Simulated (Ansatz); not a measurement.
Here is the system:

End structure of a constructed model of the (111) surface of fcc Pd, a pseudomorphic layer of Os in the host's stacking (bottom of the slab: a bare face, its two planes held):

```xyz
7
Lattice="2.7886 0.0000 0.0000 -1.3943 2.4150 0.0000 0.0000 0.0000 30.0000" Properties=species:S:1:pos:R:3 pbc="T T T"
Pd     0.0000     1.6100     8.0718
Pd     1.3943     0.8050    10.3487
Pd     0.0000     0.0000    12.6195
Pd     0.0000     1.6100    14.9007
Pd     1.3943     0.8050    17.1881
Pd     0.0000     0.0000    19.4866
Os     0.0000     1.6100    21.6327
```

Set-up: 7 atoms, 13.9 Å thick at the start; mesh 15x15x1; 0.1 eV smearing; dipole correction on; 2 atoms held, the rest relaxed; held to the start's symmetry, so lower structures may exist; no spin, no spin-orbit, no U. In PBE it is, or lies within 0.01 eV a 1x1 cell of, the lowest of the 2 structures of its composition computed so far; larger cells were not tried.

**Question.** Give the work function of the top face at the level PBE run with Ansatz (a program for electronic structure).

**Answer.** 5.56 eV
